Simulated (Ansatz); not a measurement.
Data:

```yaml
crystal:
  lattice:
    - [-3.07888, 3.06604, 3.11060]
    - [3.08009, -2.93827, 2.98403]
    - [3.07314, 2.93253, -2.98282]
  atoms:
    - { symbol: P, position: [0.00229, 0.30371, 0.44571] }
    - { symbol: P, position: [0.15062, 0.45610, 0.94723] }
    - { symbol: P, position: [0.49778, 0.94382, 0.30162] }
    - { symbol: P, position: [0.34932, 0.29637, 0.30544] }
```

No spin polarisation.

Computed with PBEsol/PAW in Ansatz (an electronic-structure program), scalar-relativistic without spin-orbit coupling. k-mesh 14×14×14 (Γ-centred); smearing 0.1 eV (Fermi–Dirac).

### Question
Estimate the valence-band top at Γ (three highest levels, from the VBM).

### Answer
0.00, -2.68, -2.91 eV.

### Question
What stress (xx, yy, zz, yz, xz, xy; compression positive) does the calculation give?

### Answer
(-4.5, -4.8, -4.6, -0.9, 0.0, 0.0) GPa.

The levels and masses belong to the bands next to the band gap. The cells carry an imposed strain or load. Whether these cells are dynamically stable was not tested. Under strain tensor (xx, yy, zz, yz, xz, xy) = (+1.85, −0.71, +0.88, +2.12, +0.02, −0.10) % the cell ends below the base's energy or with stress of the wrong sign: the atoms slid into a distortion or the cell is elastically unstable, so the base is not a stable minimum at this level. The cell was made from P (space group I4_132, No. 214; a hypothetical phase, not in the database extracts checked) by this change: strain tensor (xx, yy, zz, yz, xz, xy) = (+1.85, −0.71, +0.88, +2.12, +0.02, −0.10) %.
